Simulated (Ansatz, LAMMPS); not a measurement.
**Crystalline Ge, 1000 atoms, one frame of classical dynamics at 1100 K, cell scaled from the potential's lattice parameter to the PBE one and held**

Cell 28.80 × 28.80 × 28.80 Å, Ge1000, 1000 atoms. Prepared with Tersoff's 1989 multicomponent potential (SiCGe.tersoff) (LAMMPS): 30 ps at 1100 K at fixed volume, last frame. 

The numbers are results of PBE, support functions at accuracy medium on the grid of 370 eV (norm-conserving potentials; Ansatz, a program for electronic structure), not measurements.

Basis: localised support functions (accuracy medium) on a full density matrix. k-points: zone centre alone; occupations: Fermi-Dirac, 0.095 eV; spin polarisation not allowed. Scalar-relativistic, no spin-orbit coupling.

| Item | Result |
|---|---|
| energy of this one frame (with the electrons' smearing term) over the static perfect crystal, per atom | 94 meV/atom |
| electronic character of the cell | no gap resolved at this smearing |
| coordination (neighbours within 2.887 Å) | 100.0 % 4-fold |
| Ge-Ge bonds, mean ± spread | 2.504 ± 0.102 Å |
| bond angles, mean ± spread | 109.3° ± 5.3° |
| pressure (static part) | 1.01 GPa |
| cost of the final run | around 60 core-minutes (rough), 12 SCF iterations, 20 GiB |
